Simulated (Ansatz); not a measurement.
## Response to strain in TiC

Consider TiC in the rock salt structure (space group Fm-3m, No. 225; relaxed with 0.1 eV smearing).

```
TiC
1.0
    0.00000     2.14651     2.14651
    2.14651     0.00000     2.14651
    2.14651     2.14651     0.00000
C Ti
1 1
Direct
  0.00000   0.00000   0.00000
  0.50000   0.50000   0.50000
```

Cartesian axes are those of the cell as printed.

Strains are applied to the cell and any free atomic positions relax.

All numbers come from plane-wave PAW DFT at the PBEsol level (Ansatz, a first-principles code, 420 eV), without spin-orbit coupling, earlier PAW set.

Candidates:
(a) uniaxial strain ε_xx = −0.83 %
(b) isotropic strain +1.33 %
(c) uniaxial strain ε_zz = −1.73 %
(d) isotropic strain +1.45 %

Notes on the quantities. energy relative to the base: free energy F.

Problem. Order them by energy relative to the base, lowest first.

Solution. (a) uniaxial strain ε_xx = −0.83 % (+1.2 meV/atom), (c) uniaxial strain ε_zz = −1.73 % (+5.5 meV/atom), (b) isotropic strain +1.33 % (+13 meV/atom), (d) isotropic strain +1.45 % (+15 meV/atom)

Stability against distortions was not tested. The final runs are not spin-polarised.
